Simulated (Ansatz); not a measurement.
A self-consistent single point of LaC₂ (Imm2, 3 atoms in the cell) with Ansatz (a quantum-chemistry and plane-wave program).

Computed with PBEsol, default PAW files made with PBE (plane waves; Ansatz).

```
LaC2
1.0
   -2.00510     2.44235     2.72873
    2.00510    -2.44235     2.72873
    2.00510     2.44235    -2.72873
La C
1 2
Cartesian
  0.00000   0.00000   0.05000
  0.00000   0.65074   2.72873
  2.00510   1.79161   0.00000
```

Reference input (self-consistent single point, DFT, PBEsol, plane waves, default PAW files made with PBE): basis.ecutwfc = 420 eV; kpoints.mp_grid.grid = 9 9 9; hamiltonian.xc = pbesol; hamiltonian.pseudopotentials = {kind: paw} (the program's default PAW files); scf.occupations.method = gaussian; scf.occupations.width = 0.1 eV. This run's input differs from it in these lines:

Ansatz 0.2 input:
```diff
@@ -11,3 +11,3 @@
 basis:
-  ecutwfc: 420.0
+  ecutwfc: 1010.0
 kpoints:
```

Log, with long lists cut:

```
SCF iter   1: F=—  HF=-6654.826549 eV  |F-HF|=—  |Δ(HF+E_count)|=         —  Δρ=6.63e-3  dr2=2.81e-2  ethr=1.77e-3  ⟨swp⟩=4.2  Hψ=8134  notcnv=0
all-band conjugate gradients solve this SCF's bands
preconditioner: auto → Kerker (q_TF=auto, 2.296 Å⁻¹)
SCF iter   2: F=—  HF=-6654.820631 eV  |F-HF|=—  |Δ(HF+E_count)|=   5.92e-3  Δρ=3.40e-3  dr2=7.67e-3  ethr=1.48e-4  ⟨swp⟩=2.0  Hψ=3493  notcnv=0
SCF iter   3: F=—  HF=-6654.818977 eV  |F-HF|=—  |Δ(HF+E_count)|=   1.65e-3  Δρ=9.28e-4  dr2=6.32e-4  ethr=4.04e-5  ⟨swp⟩=3.2  Hψ=3401  notcnv=0
SCF iter   4: F=—  HF=-6654.818941 eV  |F-HF|=—  |Δ(HF+E_count)|=   3.63e-5  Δρ=2.13e-4  dr2=2.51e-5  ethr=3.33e-6  ⟨swp⟩=2.1  Hψ=2867  notcnv=0
SCF iter   5: F=—  HF=-6654.818946 eV  |F-HF|=—  |Δ(HF+E_count)|=   5.24e-6  Δρ=5.38e-5  dr2=1.55e-6  ethr=1.32e-7  ⟨swp⟩=2.5  Hψ=2740  notcnv=0  defer=3
SCF iter   6: F=—  HF=-6654.818948 eV  |F-HF|=—  |Δ(HF+E_count)|=   1.68e-6  Δρ=1.10e-5  dr2=1.01e-7  ethr=8.18e-9  ⟨swp⟩=2.5  Hψ=2701  notcnv=0  defer=6
SCF iter   7: F=-6654.818948 eV  HF=-6654.818948 eV  |F-HF|=1.96e-10  |Δ(HF+E_count)|=   6.94e-8  Δρ=3.49e-6  dr2=1.27e-8  ethr=5.26e-10  ⟨swp⟩=6.3  Hψ=8063  notcnv=0
SCF 1 converged in 7 iterations: F = -6654.818948 eV  dr2 = 1.27e-8
Free energy (F): -6654.818948 eV
Internal energy: -6654.816018 eV  (E = F + TS)
E sigma→0 (E₀):  -6654.817483 eV
Entropy (-TS):   -0.002930 eV (-0.977 meV/atom)
Fermi energy:    9.967172 eV
--- Forces (eV/Å), atoms counted from 1 ---
  atom   1  La     0.00000000     0.00000000    -0.32596140
  atom   2  C      0.00000000    -0.24025268     0.16297481
  atom   3  C      0.00000000     0.24025268     0.16297481
--- Stress (GPa, compression-positive) ---
       -3.066415       0.000000       0.000000
        0.000000      -4.658190       0.000000
        0.000000       0.000000      -4.545598
  P = ⅓ Tr σ = -4.0901 GPa (-40.901 kbar)
  The stress holds the Pulay correction. Without it, at fixed plane waves, as pw.x and ABINIT print it: P = -4.0913 GPa
```

The run converged in 7 iterations. Against the reference run the free energy drops by 2.6 meV/atom, the pressure hardly changes (-4.08 to -4.09 GPa) and the largest force hardly changes (0.325 to 0.326 eV/Å).

The starting cell comes from a database of computed structures (which also holds hypothetical and non-ambient phases and stackings), without a prior relaxation at this level. Its lattice was rescaled by up to half a per cent. One atom was moved a little off its site on purpose. Ansatz's pressure includes its estimate of the finite-basis (Pulay) stress.
